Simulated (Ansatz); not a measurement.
Start from C (space group Fmmm, No. 69; a = 2.456 Å, b = 4.251 Å, c = 6.753 Å; layered, stacked along the Cartesian z axis).

Computed with r2SCAN+rVV10/PAW in Ansatz (a first-principles code), scalar-relativistic without spin-orbit coupling.

One change was made to it. Results:

The volume per atom drops by 0.15 Å³, from 8.81 Å³ to 8.66 Å³; the band gap stays zero.

Q: Name the change that was made.
A) pressure 7.5 GPa
B) pressure 0.7 GPa
C) pressure −1 GPa

A: B, pressure 0.7 GPa. For comparison, the volume per atom in the other runs: pressure 7.5 GPa gives 7.85 Å³; pressure −1 GPa gives 9.10 Å³.

The mesh was chosen for an insulator and is coarse for the gapless case. Load acts through the strain it causes; cell and atoms are relaxed under it. No phonon test of stability was made. No other phases were tried under pressure. The base started in Cmme and relaxed to Fmmm at this level. Gaps under 0.05 eV, about the width of the smearing, are given as zero. This is not the structure that C has at room temperature and ambient pressure.
